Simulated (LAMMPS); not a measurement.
Simulation of NiAl (CsCl type), 4394 atoms, at 2000 K and 0 GPa, heated as the crystal.

Model: classical MD, pair style eam/alloy, file NiAlH_jea.eam.alloy (LAMMPS).

**Question.** Estimate the state found, the first peak of g(r), Ni-Ni, the first peak of g(r), Al-Ni for this model.

**Answer.** state found: liquid; first peak of g(r), Ni-Ni: 2.44 Å, height 2.5; first peak of g(r), Al-Ni: 2.47 Å, height 2.9.

Caution: a run this short can hold a crystal over, or a liquid under, the potential's own melting point, which these runs don't give.
